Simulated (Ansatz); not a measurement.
# Si under load (space group Fd-3m): band-edge transport data

Input:

```yaml
crystal:
  lattice:
    - [0.00000, 2.63257, 2.63257]
    - [2.63257, 0.00000, 2.63257]
    - [2.63257, 2.63257, 0.00000]
  atoms:
    - { symbol: Si, position: [0.00000, 0.00000, 0.00000] }
    - { symbol: Si, position: [0.25000, 0.25000, 0.25000] }
```

These are r2SCAN with spin-orbit coupling, rigid bands (plane waves, PAW; Ansatz, an electronic-structure program) values and carry that method's errors. Condition of this run: hydrostatic pressure of 10.8 GPa (compression positive) (the target of the relaxation). How the cell was made: cell and atoms relaxed with PBEsol, then loaded as said.

band gap: 0.56 eV
electron conductivity mass (300 K, dilute): 0.27 mₑ
hole conductivity mass (300 K, dilute): 0.34 mₑ
effective density of states N_c (300 K): 2.9e19 cm⁻³
effective density of states N_v (300 K): 2.1e19 cm⁻³
density-of-states mass, electrons: 1.09 mₑ
density-of-states mass, holes: 0.89 mₑ
Seebeck coefficient, n-type 1e19 cm⁻³, 300 K: -306 μV/K
Seebeck coefficient, p-type 1e19 cm⁻³, 300 K: 313 μV/K
best p-type power factor at 300 K for τ = 10 fs (best axis; densities from 1e16 to 1e21 cm⁻³ tried, whether or not they can be reached): 16.0 μW/(cm·K²) at 1e20 cm⁻³

Rigid bands; masses and Seebeck coefficients take one relaxation time τ for all states and one kind of carrier; polarons and phonon drag are left out. Geometry: cell and atoms relaxed with PBEsol.
